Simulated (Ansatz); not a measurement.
Input for PbTe (rock salt start, 32-atom cell) (held in this type by symmetry, stable or not):

Ansatz 0.2 input:
```yaml
crystal:
  lattice:
    - [-6.56, 6.56, 6.56]
    - [6.56, -6.56, 6.56]
    - [6.56, 6.56, -6.56]
  atoms:
    - { symbol: Pb, position: [0.0, 0.25, 0.75] }
    - { symbol: Pb, position: [0.0, 0.5, 0.5] }
    - { symbol: Pb, position: [0.0, 0.75, 0.25] }
    - { symbol: Pb, position: [0.25, 0.0, 0.75] }
    - { symbol: Pb, position: [0.0, 0.0, 0.0] }
    - { symbol: Pb, position: [0.25, 0.25, 0.5] }
    - { symbol: Pb, position: [0.25, 0.5, 0.25] }
    - { symbol: Pb, position: [0.5, 0.75, 0.75] }
    - { symbol: Pb, position: [0.25, 0.75, 0.0] }
    - { symbol: Pb, position: [0.5, 0.0, 0.5] }
    - { symbol: Pb, position: [0.5, 0.25, 0.25] }
    - { symbol: Pb, position: [0.75, 0.5, 0.75] }
    - { symbol: Pb, position: [0.5, 0.5, 0.0] }
    - { symbol: Pb, position: [0.75, 0.75, 0.5] }
    - { symbol: Pb, position: [0.75, 0.0, 0.25] }
    - { symbol: Pb, position: [0.75, 0.25, 0.0] }
    - { symbol: Te, position: [0.5, 0.75, 0.25] }
    - { symbol: Te, position: [0.5, 0.0, 0.0] }
    - { symbol: Te, position: [0.5, 0.25, 0.75] }
    - { symbol: Te, position: [0.75, 0.5, 0.25] }
    - { symbol: Te, position: [0.5, 0.5, 0.5] }
    - { symbol: Te, position: [0.75, 0.75, 0.0] }
    - { symbol: Te, position: [0.75, 0.0, 0.75] }
    - { symbol: Te, position: [0.0, 0.25, 0.25] }
    - { symbol: Te, position: [0.75, 0.25, 0.5] }
    - { symbol: Te, position: [0.0, 0.5, 0.0] }
    - { symbol: Te, position: [0.0, 0.75, 0.75] }
    - { symbol: Te, position: [0.25, 0.0, 0.25] }
    - { symbol: Te, position: [0.0, 0.0, 0.5] }
    - { symbol: Te, position: [0.25, 0.25, 0.0] }
    - { symbol: Te, position: [0.25, 0.5, 0.75] }
    - { symbol: Te, position: [0.25, 0.75, 0.5] }
basis:
  ecutwfc: 420
  ecutrho_ratio: 4
  xc_grid: 2
kpoints:
  mp_grid: { grid: [3, 3, 3] }
hamiltonian:
  xc: pbe
  dispersion: none
  pseudopotentials: { kind: paw }
scf:
  n_extra_bands: 30
  occupations: { method: fermi_dirac, width: 0.01 }
output:
  forces: true
  stress: true
  eigenstates:
    kpoints:
      - [0.0, 0.0, 0.0]
      - [-0.5, -0.5, -0.5]
      - [-0.15, 0.15, -0.15]
      - [0.15, -0.15, -0.15]
    e_range: [-4.0, 6.0]
    localisation: true
relax:
  f_tol: 0.03
  max_steps: 90
  cell: { stress_tol: 0.15 }
```

Calculation: PBE (plane waves to 420 eV, PAW; Ansatz, a first-principles code). Spin–orbit coupling is left out. Its k-point mesh 3×3×3, Fermi–Dirac width 0.01 eV.

What does the end of the output print (band table and long remarks left out, numbers rounded to eight decimals)?


```
SCF converged after 4 iterations
Free energy (F): -302194.978551 eV
Harris-Foulkes:  -302194.978551 eV  (|F-HF|=8.73e-10)
Internal energy: -302194.978551 eV  (E = F + TS)
E sigma→0 (E₀):  -302194.978551 eV
Fermi energy:    8.370913 eV
--- Per-component energies (eV) ---
  E_band       = -5372.943811
  E_kinetic    = 7471.613113
  E_local      = -39402.063777  (includes V_loc(G=0)·N_el)
  E_nonlocal   = 635.700411
  E_hartree    = 20548.100492
  E_xc         = -5518.892863
  E_vxc        = -3779.915205  (∫ρ·V_xc dr)
  E_paw        = -241062.829494  (= ΣΔE_a)
  E_vpaw       = -11394.478627  (= ΣTr[D̂ρ^β])
  E_aug_tail   = -0.002652  (compensation charges beyond the density's cutoff)
  E_ewald      = -44866.603781
  E_smearing   = 0.000000  (= −TS)
  E_closure    = 0.000000  (closes the sum)
  Σ components = -302194.978551   (vs F -302194.978551, Δ=0.00e0)
--- Forces (eV/Å), atoms counted from 1 ---
  atom   1  Pb     0.00000000    0.00000000    0.00000000
  atom   2  Pb     0.00000000     0.00000000    0.00000000
  atom   3  Pb     0.00000000    0.00000000    0.00000000
  atom   4  Pb    0.00000000     0.00000000    0.00000000
  atom   5  Pb    0.00000000    0.00000000     0.00000000
  atom   6  Pb    0.00000000    0.00000000    0.00000000
  atom   7  Pb     0.00000000     0.00000000     0.00000000
  atom   8  Pb    0.00000000    0.00000000     0.00000000
  atom   9  Pb     0.00000000     0.00000000     0.00000000
  atom  10  Pb     0.00000000     0.00000000    0.00000000
  atom  11  Pb    0.00000000    0.00000000     0.00000000
  atom  12  Pb     0.00000000     0.00000000     0.00000000
  atom  13  Pb    0.00000000     0.00000000     0.00000000
  atom  14  Pb     0.00000000     0.00000000    0.00000000
  atom  15  Pb    0.00000000    0.00000000     0.00000000
  atom  16  Pb     0.00000000    0.00000000    0.00000000
  atom  17  Te     0.00000000     0.00000000     0.00000000
  atom  18  Te     0.00000000    0.00000000    0.00000000
  atom  19  Te    0.00000000     0.00000000    0.00000000
  atom  20  Te     0.00000000     0.00000000     0.00000000
  atom  21  Te     0.00000000     0.00000000     0.00000000
  atom  22  Te    0.00000000     0.00000000    0.00000000
  atom  23  Te    0.00000000     0.00000000     0.00000000
  atom  24  Te    0.00000000    0.00000000    0.00000000
  atom  25  Te     0.00000000     0.00000000     0.00000000
  atom  26  Te     0.00000000     0.00000000    0.00000000
  atom  27  Te    0.00000000     0.00000000     0.00000000
  atom  28  Te     0.00000000     0.00000000     0.00000000
  atom  29  Te     0.00000000     0.00000000     0.00000000
  atom  30  Te     0.00000000     0.00000000    0.00000000
  atom  31  Te    0.00000000    0.00000000     0.00000000
  atom  32  Te    0.00000000     0.00000000     0.00000000
  max |Σ_I F_I| component: 4.61e-26 eV/Å
--- Stress (GPa, compression-positive) ---
       -0.088459      0.000000       0.000000
       0.000000      -0.088459      0.000000
       0.000000       0.000000      -0.088459
  P = ⅓ Tr σ = -0.0885 GPa (-0.885 kbar)
--- Relaxed structure (2 steps of the walk, 2 accepted, 1 SCFs on fresh bases) ---
  F+E_penalty+E_count = -302194.97855108 eV   max|allowed force component| = 1.926e-26 eV/Å   (the final SCF, on the basis selected at the relaxed cell)
  cell:  # Å, volume = 1136.6313 Å³
    - [-6.57435583, 6.57435583, 6.57435583]
    - [6.57435583, -6.57435583, 6.57435583]
    - [6.57435583, 6.57435583, -6.57435583]
  atoms:
    - { symbol: Pb, position: [0.0, 0.25000000, 0.75] }
    - { symbol: Pb, position: [0.0, 0.50000000, 0.50000000] }
    - { symbol: Pb, position: [0.0, 0.75, 0.25000000] }
    - { symbol: Pb, position: [0.25000000, 0.0, 0.75] }
    - { symbol: Pb, position: [0.0, 0.0, 0.0] }
    - { symbol: Pb, position: [0.25000000, 0.25000000, 0.50000000] }
    - { symbol: Pb, position: [0.25, 0.5, 0.25000000] }
    - { symbol: Pb, position: [0.50000000, 0.75, 0.75] }
    - { symbol: Pb, position: [0.25000000, 0.75, 0.0] }
    - { symbol: Pb, position: [0.50000000, 0.0, 0.50000000] }
    - { symbol: Pb, position: [0.5, 0.25, 0.25000000] }
    - { symbol: Pb, position: [0.75, 0.50000000, 0.75] }
    - { symbol: Pb, position: [0.50000000, 0.50000000, 0.0] }
    - { symbol: Pb, position: [0.75, 0.75, 0.50000000] }
    - { symbol: Pb, position: [0.75, 0.0, 0.25000000] }
    - { symbol: Pb, position: [0.75, 0.25000000, 0.0] }
    - { symbol: Te, position: [0.50000000, 0.75, 0.25000000] }
    - { symbol: Te, position: [0.50000000, 0.0, 0.0] }
    - { symbol: Te, position: [0.50000000, 0.25, 0.75] }
    - { symbol: Te, position: [0.75, 0.50000000, 0.25000000] }
    - { symbol: Te, position: [0.50000000, 0.50000000, 0.50000000] }
    - { symbol: Te, position: [0.75, 0.75, 0.0] }
    - { symbol: Te, position: [0.75, 0.0, 0.75] }
    - { symbol: Te, position: [0.0, 0.25000000, 0.25000000] }
    - { symbol: Te, position: [0.75, 0.25000000, 0.50000000] }
    - { symbol: Te, position: [0.0, 0.50000000, 0.0] }
    - { symbol: Te, position: [0.0, 0.75, 0.75] }
    - { symbol: Te, position: [0.25000000, 0.0, 0.25000000] }
    - { symbol: Te, position: [0.0, 0.0, 0.50000000] }
    - { symbol: Te, position: [0.25000000, 0.25000000, 0.0] }
    - { symbol: Te, position: [0.25, 0.50000000, 0.75] }
    - { symbol: Te, position: [0.25000000, 0.75, 0.50000000] }
```

Cost: about 6 core-minutes (a rough figure).
